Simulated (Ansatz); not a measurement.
**Zr in the hcp (Mg type) structure (space group P6_3/mmc, No. 194)**

```
Zr
1.0
    3.24602     0.00000     0.00000
   -1.62301     2.81113     0.00000
    0.00000     0.00000     5.15071
Zr
2
Direct
  0.33333   0.66667   0.75000
  0.66667   0.33333   0.25000
```

The values are results of Ansatz (an electronic-structure program), r2SCAN, PAW, cutoff 500 eV, no SOC, not measurements. k-mesh 16×16×9 (Γ-centred); smearing 0.05 eV (Fermi–Dirac).

| Property | Value |
|---|---|
| Volume per atom | 23.50 Å³ |
| Density | 6.45 g/cm³ |
| Band gap | zero |
| Total energy | -4195.023 eV/atom (σ→0; compares only within this code and set-up) |

Stability against distortions was not tested. The final runs are not spin-polarised.
